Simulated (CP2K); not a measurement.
Band structure of LiAsF6 (R-3, 8 atoms in the cell).

```yaml
crystal:
  lattice:
    - [5.22902, 0.00000, 0.00000]
    - [2.88718, 4.35968, 0.00000]
    - [2.88718, 1.55087, 4.07450]
  atoms:
    - { symbol: Li, position: [0.50000, 0.50000, 0.50000] }
    - { symbol: As, position: [0.00000, 0.00000, 0.00000] }
    - { symbol: F, position: [0.88810, 0.64998, 0.22923] }
    - { symbol: F, position: [0.11190, 0.35002, 0.77077] }
    - { symbol: F, position: [0.22923, 0.88810, 0.64998] }
    - { symbol: F, position: [0.77077, 0.11190, 0.35002] }
    - { symbol: F, position: [0.64998, 0.22923, 0.88810] }
    - { symbol: F, position: [0.35002, 0.77077, 0.11190] }
```

Level of theory: PBEsol, GPW, DZVP-MOLOPT-SR-GTH basis, GTH-PBE potentials (GTH_POTENTIALS) in CP2K.

Settings: CUTOFF = 550 Ry; REL_CUTOFF = 40 Ry; KPOINTS/SCHEME = MONKHORST-PACK 4 4 4; GAMMA_CENTERED = T; XC_FUNCTIONAL = PBE:PBESOL; Li/BASIS_SET = DZVP-MOLOPT-SR-GTH-q3; Li/POTENTIAL = GTH-PBE-q3; As/BASIS_SET = DZVP-MOLOPT-SR-GTH-q5; As/POTENTIAL = GTH-PBE-q5; F/BASIS_SET = DZVP-MOLOPT-SR-GTH-q7; F/POTENTIAL = GTH-PBE-q7; METHOD = GPW; EPS_DEFAULT = 1e-10; EXTRAPOLATION = USE_GUESS.

The starting cell comes from a database of computed structures (which also holds hypothetical and non-ambient phases and stackings), without a prior relaxation at this level. Its lattice was rescaled by a random factor within 2.5 % of one. Values carry the incompleteness of an atom-centred basis. The potentials were made for another functional than the one used.

**Question.** Predict the gap along the standard path and the places of the band edges.

**Answer.** The gap along the path is 5.00 eV, from a point between Γ and L to Γ; the smallest direct gap on it is 5.02 eV.

Levels in eV from the top of the valence band on the SCF mesh, bands 22 to 26:
| point | 22 | 23 | 24 | 25 | 26 |
|---|---|---|---|---|---|
| Γ | -0.33 | -0.33 | -0.01 | -0.01 | 5.01 |
| L | -0.38 | -0.16 | -0.08 | -0.03 | 5.58 |
| Z | -0.38 | -0.38 | -0.07 | -0.07 | 5.68 |
| F | -0.43 | -0.18 | -0.16 | 0.00 | 5.85 |
| P1 | -0.47 | -0.17 | -0.13 | -0.04 | 5.83 |
| P | -0.47 | -0.17 | -0.13 | -0.04 | 5.83 |

Higher empty bands are left out: an atom-centred basis made for the valence describes them poorly.
